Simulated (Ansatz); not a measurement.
Density of states of YPd3 (Pm-3m) near the Fermi level, PBEsol, rigid bands (Ansatz, a first-principles code).

```
E − E_F (eV) | states/eV/cell
    -1.92 | ########################## 9.93
    -1.82 | ######################### 9.52
    -1.72 | ###################### 8.46
    -1.62 | ############################## 11.6
    -1.52 | ########################## 10.2
    -1.42 | ###################### 8.40
    -1.32 | ################ 6.20
    -1.22 | ############## 5.48
    -1.12 | ############## 5.21
    -1.02 | ############## 5.29
    -0.92 | ########### 4.20
    -0.82 | ######### 3.40
    -0.72 | ######## 2.99
    -0.62 | ########## 3.76
    -0.52 | ########### 4.29
    -0.42 | ############## 5.33
    -0.32 | ############### 5.67
    -0.22 | ########### 4.08
    -0.12 | ######## 3.09
    -0.02 | ####### 2.56
     0.08 | ### 1.18
     0.18 | ## 0.96
     0.28 | ## 0.89
     0.38 | ## 0.83
     0.48 | ## 0.77
     0.58 | ## 0.61
     0.68 | # 0.51
     0.78 | # 0.43
     0.88 | # 0.38
     0.98 | # 0.34
     1.08 | # 0.30
     1.18 | # 0.27
     1.28 | # 0.24
     1.38 | # 0.21
     1.48 |  0.19
     1.58 |  0.17
     1.68 |  0.14
     1.78 |  0.12
     1.88 |  0.14
```

Problem. How far does the Fermi level move in a rigid band for 0.1 electron a cell added or removed?

Solution. 52 meV and -41 meV.

A metal at this level (no band gap); rigid bands, thermally averaged at 300 K, both spins. Spin-orbit coupling is left out. Geometry: cell and atoms relaxed with PBEsol.

Formula and space group known from diffraction (Crystallography Open Database), not checked to be the room-temperature form: YPd3 (Pm-3m).
